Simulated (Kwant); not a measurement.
Device: In0.53Ga0.47As/In0.52Al0.48As stack with 1 barrier. One parabolic valley. Leads of mass 0.041 mₑ with the band edge at 0; grid 0.1 nm; bias swept from 0.0208 to 0.44254 V, dropping linearly over the stack. Emitter Fermi level 0.067 eV, 300 K, equal in the collector.

```tsv
layer	thickness (nm)	band offset (eV)	mass (mₑ)
1	3.4	0.52	0.075
```

The device is made up for the run: typed textbook-type constants, with dimensions and the other settings drawn at random.

Kwant, one-band effective-mass tight-binding model in one dimension, coherent, no space charge, current by the Tsu-Esaki formula.

Sweep values stay those of the base run.

The mass in the first barrier was swept, all else fixed.

| mass in the first barrier (mₑ) | J (A/cm²) at bias = 0.4425 V | J (A/cm²) at bias = 0.2317 V | J (A/cm²) at bias = 0.1262 V | J (A/cm²) at bias = 0.3371 V |
|---|---|---|---|---|
| 0.045 | 100000 | 55400 | 37100 | 75800 |
| 0.06 | 57900 | 30800 | 20700 | 42800 |
| 0.075 | 35000 | 17900 | 11900 | 25200 |
| 0.098 | 17400 | 8250 | 5440 | 12000 |

From the first row to the last the J at bias = 0.4425 V goes from 100000 to 17400. From the first row to the last the J at bias = 0.2317 V goes from 55400 to 8250.
